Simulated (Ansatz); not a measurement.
Take Si in the diamond structure (space group Fd-3m, No. 227; a = 5.444 Å) as the base.

It is then changed as follows: cell and atoms relaxed at a pressure of 1.5 GPa.

Levels (all Ansatz, a quantum-chemistry and plane-wave program, PAW, earlier PAW set): r2SCAN (500 eV, no SOC); HSE06 (420 eV, spin-orbit coupling left out); HSE06+SOC (420 eV, spin-orbit coupling included).

One geometry, relaxed with r2SCAN, under each level:

The valence-band top lists the three highest levels at Γ (Kramers pairs under SOC), from the VBM.

| level | band gap | lowest conduction level above the VBM at special points | valence-band top at Γ |
|---|---|---|---|
| r2SCAN | 0.75 eV | X 0.89 eV; K 1.41 eV; U 1.41 eV; Γ 2.74 eV | 0.00, 0.00, 0.00 eV |
| HSE06 | (withheld) | (withheld) | – |
| HSE06+SOC | (withheld) | (withheld) | (withheld) |

Give the withheld HSE06 and HSE06+SOC results.


- HSE06, band gap: 1.12 eV
- HSE06, lowest conduction level above the VBM at special points: X 1.26 eV; K 1.80 eV; U 1.80 eV; Γ 3.32 eV
- HSE06+SOC, band gap: 1.10 eV
- HSE06+SOC, lowest conduction level above the VBM at special points: X 1.24 eV; K 1.78 eV; U 1.78 eV; Γ 3.27 eV
- HSE06+SOC, valence-band top at Γ: 0.00, 0.00, -0.05 eV

Single points use the geometry relaxed with r2SCAN. Their cutoffs differ, which shifts pressures a little. The hybrid gap comes from the SCF mesh plus the semilocal run's edge points and a few special points and is an upper bound. Differences between runs with and without spin-orbit coupling are approximate. Load acts through the strain it causes; cell and atoms are relaxed under it. No phonon test of stability was made.
